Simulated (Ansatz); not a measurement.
Results of r²SCAN+SOC (PAW; Ansatz, a quantum-chemistry and plane-wave program) for BBi (model structure, started from the wurtzite type, P6₃mc, No. 186, 4 atoms in the cell).

Settings: plane-wave cutoff 560 eV, 18×18×10 k mesh (along the axes of the cell as run), Fermi–Dirac smearing 0.05 eV, PAW data made under PBE.

Cell (relaxed with PBEsol):

```cif
data_B2Bi2
_chemical_formula_sum 'B2 Bi2'
_space_group_name_H-M_alt 'P63mc'
_space_group_IT_number 186
_space_group_name_Hall 'P 6c -2c'
_cell_length_a 3.84115
_cell_length_b 3.84115
_cell_length_c 6.33130
_cell_angle_alpha 90.000
_cell_angle_beta 90.000
_cell_angle_gamma 120.000
loop_
_atom_site_label
_atom_site_type_symbol
_atom_site_symmetry_multiplicity
_atom_site_Wyckoff_symbol
_atom_site_fract_x
_atom_site_fract_y
_atom_site_fract_z
_atom_site_occupancy
B1 B 2 b 0.33333 0.66667 0.49992 1
Bi1 Bi 2 b 0.33333 0.66667 0.12528 1
```

**Question.** What does this level give for the band gap?

**Answer.** 
band gap: 0.08 eV (under three smearing widths, so not firm)

Note: the relaxation could raise the start's symmetry but not lower it, so the cell can be a saddle point; cell and atoms aren't relaxed at this level (pressure 1.5 GPa).

The computed numbers hold no vibrational or temperature effects.

The result took around 7 core-minutes (rough).

A model structure was made by putting elements into a prototype or built by hand; it is no filed structure, need not be a known phase, and can be a saddle point held by its symmetry.
